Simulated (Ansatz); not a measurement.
# Element substitutions in BeSe

The parent structure is BeSe in the zinc blende structure (space group F-43m, No. 216; a = 5.1288 Å).

Each row replaces one element on all its sites; cell and atoms are relaxed.

Level of theory: PBEsol in Ansatz (plane waves to 420 eV, PAW, no spin-orbit coupling).

Candidates:
(a) Se → Pd
(b) Be → Eu
(c) Se → Ge
(d) Be → Ca

Base values:

- Volume per atom: 16.86 Å³

Question: Order them by volume per atom, lowest first.

Answer: (a) Se → Pd (14.94 Å³), (c) Se → Ge (17.53 Å³), (d) Be → Ca (34.36 Å³), (b) Be → Eu (37.32 Å³)

The magnetic state is the one reached from the starting moments; the real material's order can differ, and small cells can't hold many antiferromagnetic ones. The state of the 4f shell was not checked for lower solutions. Stability against distortions was not tested. As relaxed here, BePd, EuSe and BeGe are hypothetical phases, not in the database extracts checked. For CaSe in this form, whether it has been made was not checked. Spin-polarised in the final run: EuSe; the other runs are not. This is not the structure that CaSe has at room temperature and ambient pressure.

Ansatz is a quantum-chemistry and plane-wave program.
